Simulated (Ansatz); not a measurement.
The starting structures come from a database of crystals and need not be the phases stable at ambient conditions.

 Where the default PAW files enter, the runs use the earlier of Ansatz's two default sets.

Here is the system:

```
CELL_PARAMETERS angstrom
      4.50617     0.00000     0.00000
      0.00000     6.34882     0.00000
      0.00000     0.00000     4.50617
ATOMIC_POSITIONS crystal
  Al 0.00000 0.00000 0.00000
  In 0.50000 0.50000 0.50000
  Sb 0.50000 0.76663 0.00000
  Sb 0.00000 0.23337 0.50000
```

Space group of this cell: P-4m2. The cell is taken as given.

All values below come from r2SCAN (plane waves, PAW; Ansatz, a first-principles code).

The current runs along the normal of the first two printed vectors; no spin-orbit coupling. Scaled by the factor s: all lengths (ions clamped). Meshes 8×6×8 and 8×6 across the current in all rows.

| s | mean pressure (GPa) | slowest mid-gap decay constant κ (1/Å) |
|---|---|---|
| 0.98 | 3.3 | 0.074 |
| 1.00 | -0.1 | 0.055 |
| 1.02 | -2.6 | ? |

Task: Take the slope of the slowest mid-gap decay constant κ against ln s from the two given rows, extrapolate to s = 1.02, and say what the run there gives.

Result: Slope = (0.074 − 0.055) / ln 0.98 = -0.940 1/Å. The line gives 0.055 + (-0.940) × ln 1.02 = 0.036 1/Å. The run gives 0.033 1/Å, 0.003 1/Å under the line, 18 % of the predicted step.
